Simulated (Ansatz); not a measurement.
Ansatz (a program for electronic structure) run on Sr (P6_3/mmc, 2 atoms in the cell): relaxation of cell and atoms.

Method of the run: PBEsol, PAW files made with PBE (plane waves; Ansatz).

```xyz
2
Lattice="4.2586 0.0000 0.0000 -2.1293 3.6881 0.0000 0.0000 0.0000 6.9748" Properties=species:S:1:pos:R:3 pbc="T T T"
Sr     0.0000     2.4587     1.7437
Sr     2.1293     1.2294     5.2311
```

Reference input (self-consistent single point, DFT, PBEsol, plane waves, PAW files made with PBE): kpoints.mp_grid.grid = 12 12 7; hamiltonian.xc = pbesol; hamiltonian.pseudopotentials = {kind: paw} (the program's default PAW files); scf.occupations.method = gaussian; scf.occupations.width = 0.272 eV. This run's input differs from it in these lines:

```diff
@@ -15,2 +15,4 @@
   occupations: { method: gaussian, width: 0.272 eV }
+relax:
+  cell: {}
 output:
```

Output, abridged:

```
   [... SCF lines of the steps left out ...]
relax step   1: F+E_penalty+E_count = -6984.49581815 eV  Δ(F+E_penalty+E_count) = +0.000e0 eV  max|allowed force component| = 1.133e-16 eV/Å  Δτ_max = 0.0000 Å  P = -0.502 GPa  Ω = 109.547 Å³  (6 SCF iters, dr2 threshold 1.00e-7 eV, accepted)
relax step   2: F+E_penalty+E_count = -6984.50017227 eV  Δ(F+E_penalty+E_count) = -4.354e-3 eV  max|allowed force component| = 9.830e-17 eV/Å  Δτ_max = 0.0000 Å  P = -0.337 GPa  Ω = 107.896 Å³  energy of the carried Pulay correction = +2.048e-5 eV  [...]
relax step   3: F+E_penalty+E_count = -6984.50353042 eV  Δ(F+E_penalty+E_count) = -3.358e-3 eV  max|allowed force component| = 3.238e-17 eV/Å  Δτ_max = 0.0000 Å  P = +0.016 GPa  Ω = 104.661 Å³  energy of the carried Pulay correction = +6.151e-5 eV  [...]
relax step   4: F+E_penalty+E_count = -6984.50347414 eV  Δ(F+E_penalty+E_count) = +5.628e-5 eV  max|allowed force component| = 3.932e-17 eV/Å  Δτ_max = 0.0000 Å  P = +0.016 GPa  Ω = 104.661 Å³  stress off target by 2.34e-2 GPa  SCF on the basis [...]
basis re-selected at this cell: Δ(F+E_penalty+E_count) = +5.628e-5 eV, ΔP = -0.000 GPa vs the last step
the relaxation is at rest under the 24 symmetry operations that the run kept from its start: a minimum is not shown …
Stability not checked: this state was not tested for a lower state beside it, because too few of the mixer's solves of this state at the end of the SCF gave a …
Free energy (F): -6984.503474 eV
Internal energy: -6984.402524 eV  (E = F + TS)
   [... lines left out ...]
Fermi energy:    5.331513 eV
   [... lines left out ...]
to start a new deck from the relaxed geometry:
  cell:  # Å, volume = 104.6608 Å³
    - [4.192829973019702, 0.0, 0.0]
    - [-2.096414986509851, 3.631097270383884, 0.0]
    - [0.0, 0.0, 6.874463848322697]
  atoms:
    - { symbol: Sr, position: [0.3333333333333333, 0.6666666666666666, 0.25] }
    - { symbol: Sr, position: [0.6666666666666666, 0.3333333333333333, 0.75] }
```

The run converged. 

Summary of the result:
```
Item                                                                                                Result
-----------------------------------------------  ---------------------------------------------------------
Free energy E − TS (on the zero of these files)                                              -6984.5035 eV
Fermi level (on the code's own zero)                                                               5.33 eV
Pressure                                                                                          0.02 GPa
Final cell                                       a = b = 4.193 Å, c = 6.874 Å, α = β = 90.00°, γ = 120.00°
Final volume per atom                                                                             52.33 Å³
Relaxation steps                                                                                         4
```

The starting cell comes from a database of computed structures (which also holds hypothetical and non-ambient phases and stackings), without a prior relaxation at this level. Its lattice was rescaled by a random factor within 2.5 % of one. The relaxation keeps the symmetry of its start, so its end need not be a minimum. Ansatz's pressure includes its estimate of the finite-basis (Pulay) stress.

Keys are those of Ansatz 0.2.
